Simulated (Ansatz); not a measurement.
The starting structures come from a database of crystals and need not be the phases stable at ambient conditions.

 Where the default PAW files enter, the runs use the earlier of Ansatz's two default sets.

Tunnelling through a barrier is set by its complex band structure: the current falls as exp(−2κd) with the smallest κ.

Input:

```
AgRhO2
1.0
    5.40130     0.00000     0.00000
    1.80043     6.33312     0.00000
    2.70065     0.00000     1.55922
Ag Rh O
1 1 2
Direct
  0.00000   0.00000   0.00000
  0.50000   0.50000   0.00000
  0.11302   0.66093   0.00000
  0.88698   0.33907   0.00000
```

Space group of this cell: R-3m. The cell is taken as given; by PBEsol its mean pressure is -10.1 GPa.

Transport runs along the normal of the first two printed cell vectors, the (110) plane of the conventional cell.

No gap correction and no spin-orbit coupling; mid-gap values are interpolated between computed energies.

Give the band gap and the smallest decay constant κ at mid-gap that PBEsol in Ansatz (a quantum-chemistry and plane-wave program) yields.

Gap 0.35 eV on a 18×18×18 mesh; κ = 0.126 1/Å, at (0.333, 0.333) of the in-plane reciprocal vectors. At the zone centre, at the nearest computed energy, the slowest state has κ = 0.22 1/Å.
